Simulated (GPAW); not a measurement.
# Variants of one calculation on ZnGe3 (P6_3/mmc, 8 atoms in the cell)

```
ZnGe3
1.0
    5.82892     0.00000     0.00000
   -2.91446     5.04799     0.00000
    0.00000     0.00000     5.12277
Zn Ge
2 6
Cartesian
  2.91446   1.68266   1.28069
  0.00000   3.36533   3.84208
  1.47260   0.85021   3.84208
  1.44186   4.19778   1.28069
  0.00000   1.70042   1.28069
  2.91446   3.34758   3.84208
  4.35632   0.85021   3.84208
 -1.44186   4.19778   1.28069
```

Base run A: PBEsol, GPAW PAW datasets PBEsol (made by gpaw-setup) (GPAW), self-consistent single point.

Its settings: mode = pw; ecut = 850 eV; xc = PBEsol; kpts = 3 3 3; mesh shift (steps) = 0.5 0.5 0.5; occupations.name = fermi-dirac; occupations.width = 0.1 eV; nbands = -14; convergence.density = 1e-05 e/electron; symmetry.symmorphic = false; symmetry.tolerance = 0.0005; maxiter = 120.

The starting cell comes from a database of computed structures (which also holds hypothetical and non-ambient phases and stackings), without a prior relaxation at this level. In the base run, with a pressure of about -5 GPa the cell is away from its equilibrium volume at this level. Without a gap this mesh is coarse (it stands for a supercell whose shortest vector is 15 Å).

ΔF is the free energy per atom less that of run A. A dash stands where there is no value to compare (another energy zero or no entropy term, no result, no spin, no clean gap, or a mesh too coarse for one). Total energies depend on the potentials, the functional and any Hubbard or dispersion term, so they are compared only between runs that share all of them.

Runs:
- B: convergence.density: 1e-05 e/electron → 7e-09 e/electron; convergence.energy: default → 2e-14 eV/electron; convergence.eigenstates: default → 2e-18
- C: 1 x 1 x 2 supercell, mesh divided and rounded up; kpts: 3 3 3 → 3 3 2; nbands: -14 → -22
- D: lattice scaled by 1.03; ecut: 850 eV → 510 eV
- E: xc: PBEsol → LDA; potentials: GPAW PAW datasets LDA (gpaw-data 1.0.1) [LDA (Perdew-Wang 92)]
- F: occupations.name: fermi-dirac → methfessel-paxton; occupations.width: 0.1 eV → 0.2 eV; occupations.order: default → 1
- G: mode: pw → lcao; ecut: 850 eV → default; nbands: -14 → default; h: default → 0.18 Å; basis: default → sz(dzp) [PBEsol, LCAO sz(dzp)]
- H: xc: PBEsol → optB88-vdW (libvdwxc); potentials: GPAW PAW datasets PBE (gpaw-data 1.0.1) [optB88-vdW]
- I: mixer.beta: default → 0.1

| run | ΔF (meV/atom) | pressure (GPa) | largest force (eV/Å) | k-points | valence electrons |
|---|---|---|---|---|---|
| A | 0.00 | -4.57 | 0.102 | 8 | 48 |
| B | 0.00 | -4.57 | 0.101 | 8 | 48 |
| C | 7.0 | -4.29 | 0.168 | 6 | 96 |
| D | 74.4 | – | 0.073 | 8 | 48 |
| E | – | -6.26 | 0.082 | 8 | 48 |
| F | 9.0 | -4.68 | 0.157 | 8 | 48 |
| G | 474.3 | – | 0.154 | 8 | 48 |
| H | – | 1.12 | 0.121 | 8 | 48 |
| I | 0.00 | -4.57 | 0.101 | 8 | 48 |

Run E against A: The pressure goes from -4.57 to -6.26 GPa and the largest force goes from 0.102 to 0.082 eV/Å.

Run H against A: The pressure goes from -4.57 to 1.12 GPa and the largest force goes from 0.102 to 0.121 eV/Å.

Run D against A: The free energy goes up by 74.4 meV/atom and the largest force goes from 0.102 to 0.073 eV/Å.
